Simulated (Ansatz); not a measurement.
A zone-centre phonon calculation of CaPb (P4/mmm, 2 atoms in the cell) with Ansatz (an electronic-structure program).

Method: LDA (PW92), default PAW files made with PBE (plane waves; Ansatz).

```xyz
2
Lattice="3.5845 0.0000 0.0000 0.0000 3.5845 0.0000 0.0000 0.0000 4.6506" Properties=species:S:1:pos:R:3 pbc="T T T"
Ca     0.0000     0.0000     0.0000
Pb     1.7922     1.7922     2.3253
```

Reference input (self-consistent single point, DFT, LDA (PW92), plane waves, default PAW files made with PBE): basis.ecutwfc = 30.9 Ry; kpoints.mp_grid.grid = 9 9 7; hamiltonian.xc = lda; hamiltonian.pseudopotentials = {kind: paw} (the program's default PAW files); scf.occupations.method = gaussian; scf.occupations.width = 0.0073 Ry. This run's input differs from it in these lines:

```diff
@@ -17,6 +17,5 @@
   occupations: { method: gaussian, width: 0.0073 Ry }
-output:
-  forces: true
-  eigenvalues: true
-  stress: true
+  convergence: { dr2_threshold: 1.0e-07 eV }
+phonons:
+  method: dfpt
```

Output (repeated stretches shortened):

```
SCF iter   1: F=—  HF=-13376.177120 eV  |F-HF|=—  |Δ(HF+E_count)|=         —  Δρ=5.08e-3  dr2=1.02e-2  ethr=1.77e-3  ⟨swp⟩=7.3  Hψ=10081  notcnv=0
all-band conjugate gradients solve this SCF's bands
preconditioner: auto → Kerker (q_TF=auto, 2.344 Å⁻¹)
SCF iter   2: F=—  HF=-13376.175987 eV  |F-HF|=—  |Δ(HF+E_count)|=   1.13e-3  Δρ=2.55e-3  dr2=2.28e-3  ethr=4.23e-5  ⟨swp⟩=1.2  Hψ=2503  notcnv=0  defer=1
SCF iter   3: F=—  HF=-13376.175451 eV  |F-HF|=—  |Δ(HF+E_count)|=   5.36e-4  Δρ=3.52e-4  dr2=7.97e-5  ethr=9.49e-6  ⟨swp⟩=2.9  Hψ=2757  notcnv=0  defer=1
SCF iter   4: F=—  HF=-13376.175443 eV  |F-HF|=—  |Δ(HF+E_count)|=   8.34e-6  Δρ=7.98e-5  dr2=4.44e-6  ethr=3.32e-7  ⟨swp⟩=2.0  Hψ=1884  notcnv=0  defer=1
SCF iter   5: F=—  HF=-13376.175442 eV  |F-HF|=—  |Δ(HF+E_count)|=   4.49e-7  Δρ=1.90e-5  dr2=3.40e-7  ethr=1.85e-8  ⟨swp⟩=2.0  Hψ=1782  notcnv=0  defer=1
SCF iter   6: F=-13376.175442 eV  HF=-13376.175442 eV  |F-HF|=1.73e-8  |Δ(HF+E_count)|=   7.35e-9  Δρ=7.20e-6  dr2=4.18e-8  ethr=4.17e-10  ⟨swp⟩=10.0  Hψ=12004  notcnv=0
SCF 1 converged in 6 iterations: F = -13376.175442 eV  dr2 = 4.18e-8
DFPT response loops at Γ: preconditioner auto → Kerker (q_TF=auto, 2.344 Å⁻¹) (partly filled bands, converged f_vac=0.000) …
Free energy (F): -13376.175442 eV
Internal energy: -13376.170412 eV  (E = F + TS)
E sigma→0 (E₀):  -13376.172927 eV
Entropy (-TS):   -0.005030 eV (-2.515 meV/atom)
Fermi energy:    8.896253 eV
--- Phonons (Γ-DFPT): 4 representative perturbations + reference, on 100 of 567 k-points (Σ response iterations 16) ---
  k mesh reduced under 8 symmetry operations, with k and −k counted as one. Each operation leaves every solved displacement unchanged or reverses it
  ASR residual: 4.357e-3 → 0.000e0 eV/Å²; symmetrization residual: 8.861e-7 eV/Å²
  ASR residual per site (eV/Å²): 3.38e-4 4.36e-3
  Γ frequencies (cm⁻¹): 0.00 0.00 0.00 105.08 105.08 142.11
  non-analytic LO–TO correction: not included (Born effective charges unavailable; polar crystals: no LO–TO splitting at Γ)
```

The run converged in 6 iterations. 

Summary of the result:
```
Item                                                                      Result
--------------------------------------------------------  ----------------------
Free energy E − TS (on the zero of these files)                   -13376.1754 eV
Fermi level (on the code's own zero)                                     8.90 eV
Zone-centre frequencies (cm⁻¹; negative means imaginary)  0, 0, 0, 105, 105, 142
```

The starting cell comes from a database of computed structures (which also holds hypothetical and non-ambient phases and stackings), without a prior relaxation at this level. Its lattice was rescaled by up to half a per cent.

Keys are those of Ansatz 0.2.
